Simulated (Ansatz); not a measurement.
Worked example: relaxation of the atoms of Ti3B4 (Imm2, 7 atoms in the cell) in Ansatz (a program for electronic structure).

Method of the run: LDA (PW92), default PAW files made with PBE (plane waves; Ansatz).

The change in words: one atom moved by 0.15 angstrom; relax: default → atoms; relax.f_tol: default → 0.02 eV/Å. Reference geometry:
```
Ti3B4
1.0
   -1.51006     1.62176     6.82834
    1.51006    -1.62176     6.82834
    1.51006     1.62176    -6.82834
Ti B
3 4
Direct
  0.18540   0.68540   0.50000
  0.81460   0.31460   0.50000
  0.00000   0.00000   0.00000
  0.36822   0.86822   0.50000
  0.63178   0.13178   0.50000
  0.43567   0.43567   0.00000
  0.56433   0.56433   0.00000
```

Reference input (self-consistent single point, DFT, LDA (PW92), plane waves, default PAW files made with PBE): basis.ecutwfc = 420 eV; kpoints.mp_grid.grid = 9 9 9; hamiltonian.xc = lda; hamiltonian.pseudopotentials = {kind: paw} (the program's default PAW files); scf.occupations.method = gaussian; scf.occupations.width = 0.1 eV. This run's input differs from it in these lines:

```diff
@@ -6,3 +6,3 @@
   atoms:
-    - { symbol: Ti, position: [0.185400, 0.685400, 0.500000] }
+    - { symbol: Ti, position: [0.196384, 0.696384, 0.500000] }
     - { symbol: Ti, position: [0.814600, 0.314600, 0.500000] }
@@ -22,2 +22,4 @@
   occupations: { method: gaussian, width: 0.1 }
+relax:
+  f_tol: 0.02
 output:
```

The program printed (abridged):

```
   [... SCF lines of the steps left out ...]
relax step   1: F+E_penalty+E_count = -7956.84221070 eV  Δ(F+E_penalty+E_count) = +0.000e0 eV  max|allowed force component| = 2.420e0 eV/Å  Δτ_max = 0.0000 Å  (6 SCF iters, dr2 threshold 1.00e-5 eV, accepted)
relax step   2: F+E_penalty+E_count = -7957.02591341 eV  Δ(F+E_penalty+E_count) = -1.837e-1 eV  max|allowed force component| = 2.821e-1 eV/Å  Δτ_max = 0.1414 Å  (6 SCF iters, dr2 threshold 1.00e-4 eV, accepted)
relax step   3: F+E_penalty+E_count = -7957.03016485 eV  Δ(F+E_penalty+E_count) = -4.251e-3 eV  max|allowed force component| = 8.516e-2 eV/Å  Δτ_max = 0.0128 Å  (6 SCF iters, dr2 threshold 4.97e-6 eV, accepted)
relax step   4: F+E_penalty+E_count = -7957.03080019 eV  Δ(F+E_penalty+E_count) = -6.353e-4 eV  max|allowed force component| = 5.287e-3 eV/Å  Δτ_max = 0.0060 Å  (6 SCF iters, dr2 threshold 4.53e-7 eV, accepted)
relax step   5: F+E_penalty+E_count = -7957.03080019 eV  Δ(F+E_penalty+E_count) = -1.323e-9 eV  max|allowed force component| = 5.293e-3 eV/Å  Δτ_max = 0.0000 Å  (6 SCF iters, accepted)
the relaxation is at rest under the 4 symmetry operations that the run kept from its start: a minimum is not shown …
Stability not checked: this state was not tested for a lower state beside it, because too few of the mixer's solves of this state at the end of the SCF gave a …
Free energy (F): -7957.030800 eV
Internal energy: -7957.021308 eV  (E = F + TS)
E sigma→0 (E₀):  -7957.026054 eV
Entropy (-TS):   -0.009492 eV (-1.356 meV/atom)
Fermi energy:    14.177758 eV
--- Forces (eV/Å), atoms counted from 1 ---
  atom   1  Ti     0.00000000    -0.00000000     0.00116740
   [... lines left out ...]
    - { symbol: B, position: [0.3698058812967965, 0.8698058812967965, 0.5] }
    - { symbol: B, position: [0.6333354267045345, 0.13333542670453435, 0.5000000000000001] }
    - { symbol: B, position: [0.43712169403543255, 0.43712169403543255, -3.6439879526612237e-19] }
    - { symbol: B, position: [0.5660186396920356, 0.5660186396920356, -4.238760058230652e-19] }
```

The run converged.  The full log also holds: “iter 5 did not close the SCF: its close was put off for the readings that it lacked (scf_convergence_deferred on its scf_iter line)”. The full log also holds: “iter 5 did not close the SCF: its close was put off for the readings that it lacked (scf_convergence_deferred on its scf_iter line)”.

Summary of the result:
| Quantity | Value |
|---|---|
| Free energy E − TS (on the zero of these files) | -7957.0308 eV |
| Fermi level (on the code's own zero) | 14.18 eV |
| Pressure | -6.80 GPa |
| Largest force (vector length) | 0.005 eV/Å |
| Relaxation steps | 5 |

The starting cell comes from a database of computed structures (which also holds hypothetical and non-ambient phases and stackings), without a prior relaxation at this level. Its lattice was rescaled by up to half a per cent. For this run, on top of that: one atom moved by 0.15 angstrom. Spin polarisation is off. The relaxation keeps the symmetry of its start, so its end need not be a minimum. Ansatz's pressure includes its estimate of the finite-basis (Pulay) stress.

Cost on one core of a shared machine: roughly 2 min.

Keys are those of Ansatz 0.2.
